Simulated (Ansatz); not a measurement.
Base system: GaP in the zinc blende structure (space group F-43m, No. 216; a = 5.4386 Å). Axes: x, y, z lie along the cube axes.

Computed with DFT with PBEsol, PAW potentials and a 420 eV plane-wave cutoff in Ansatz (a first-principles code), scalar-relativistic without spin-orbit coupling.

Before the change:

Band gap: 1.45 eV

One thing is altered: biaxial strain −0.50 %, plane normal [001], relaxed out of plane (Cartesian); in-plane vectors clamped, the third vector and the atoms free.

**Question.** Predict the new energy relative to the base.

**Answer.** The energy increases by 0.4 meV/atom.

**Question.** What happens to the out-of-plane strain?

**Answer.** The out-of-plane strain amounts to +0.44 %.

**Question.** Estimate the effect on the band gap.

**Answer.** The band gap decreases by 0.055 eV to 1.40 eV.

**Question.** Estimate the effect on the in-plane stress.

**Answer.** The mean in-plane stress (compression positive) comes out as +0.7 GPa.

Whether these cells are dynamically stable was not tested.
